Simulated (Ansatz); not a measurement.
Results of LDA (plane waves, PAW; Ansatz, an electronic-structure program) for AlSnSiN (model structure, started from the AlSiCN type, R3m, No. 160, 4 atoms in the cell).

Run with plane-wave cutoff 520 eV, 18×18×18 k mesh, Fermi–Dirac smearing 0.05 eV, scalar-relativistic PAW data made under PBE.

Cell (relaxed at this level):

```yaml
crystal:
  lattice:
    - [1.85723, 1.07227, 6.15678]
    - [-1.85723, 1.07227, 6.15678]
    - [0.00000, -2.14455, 6.15678]
  atoms:
    - { symbol: Al, position: [0.98323, 0.98323, 0.98323] }
    - { symbol: N, position: [0.88119, 0.88119, 0.88119] }
    - { symbol: Sn, position: [0.51185, 0.51185, 0.51185] }
    - { symbol: Si, position: [0.37370, 0.37370, 0.37370] }
```

Problem. Estimate the bulk modulus B0 that the calculation returns.

Solution. 
bulk modulus B0: 83.7 GPa

The run finds no gap.

Note: the bulk modulus is −V dP/dV from two relaxed cells at ±2 % in volume; the relaxation could raise the start's symmetry but not lower it, so the cell can be a saddle point.

Spin–orbit coupling is not included; it can open a gap where bands touch, and shift volumes and moduli.

Cost on a shared machine: very roughly 8 core-minutes.

A model structure was made by putting elements into a prototype or built by hand; it is no filed structure, need not be a known phase, and can be a saddle point held by its symmetry.
